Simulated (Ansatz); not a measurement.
The starting structures come from a database of crystals and need not be the phases stable at ambient conditions.

**Evanescent states of Li$_{2}$ZrTeO$_{6}$ (R3, not sure to be the ambient phase, 10 atoms a cell, 11.2 Å³ an atom, -6 GPa at this level) along the normal of (101)**

All values below come from PBEsol (plane waves, PAW; Ansatz, a quantum-chemistry and plane-wave program).

The gap is the functional's own. No spin-orbit coupling. Mid-gap values are interpolated on the energy grid.

Energies count from the valence-band top; κ is the least over a 8×6 mesh across the current.

```tsv
E (eV)	κ (1/Å)	where
0.07	0.164	off Γ
0.21	0.251	off Γ
0.35	0.303	off Γ
0.49	0.324	Γ
0.63	0.336	Γ
0.77	0.345	Γ
0.91	0.353	Γ
1.05	0.359	Γ
1.19	0.363	Γ
1.33	0.366	Γ
1.47	0.368	Γ
1.61	0.369	Γ
1.75	0.367	Γ
1.89	0.365	Γ
2.03	0.354	off Γ
2.17	0.323	off Γ
2.31	0.288	off Γ
2.45	0.246	off Γ
2.59	0.191	off Γ
2.73	0.106	off Γ
```

**Question.** How thick must the barrier be to attenuate the transmission by 10^6 when the electrodes' Fermi level lies at 1.89 eV, and what attenuation does that film give at 1.47 eV?

**Answer.** d = 6 ln 10 / (2 × 0.365) = 18.9 Å. At 1.47 eV it gives 6 × 0.368/0.365 = 6.0 decades.
